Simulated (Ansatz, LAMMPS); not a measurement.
**Si well of 9 atomic layers along [001] in random Si0.5Ge0.5, interfaces one step of a layer**

Cell 16.85 × 16.85 × 49.95 Å, Si407Ge241, 648 atoms. Prepared with LAMMPS with Tersoff's 1989 multicomponent potential (SiCGe.tersoff): minimisation. 

That structure was relaxed on with Ansatz (an electronic-structure program) with PBE, support functions at accuracy medium on the grid of 370 eV. Basis: localised support functions (accuracy medium) on a full density matrix. k-points: zone centre alone; occupations: Fermi-Dirac, 0.010 eV; spin polarisation not allowed. No spin-orbit coupling.

What does DFT change in the classical structure?

The energy falls by 0.4 meV an atom over 3 steps; atoms move by 0.013 Å root mean square, 0.03 Å at most.
```csv
quantity,classical minimum,after DFT steps
4-fold atoms (%),100.0,100.0
spread of bond angles (°),1.2,1.3
```
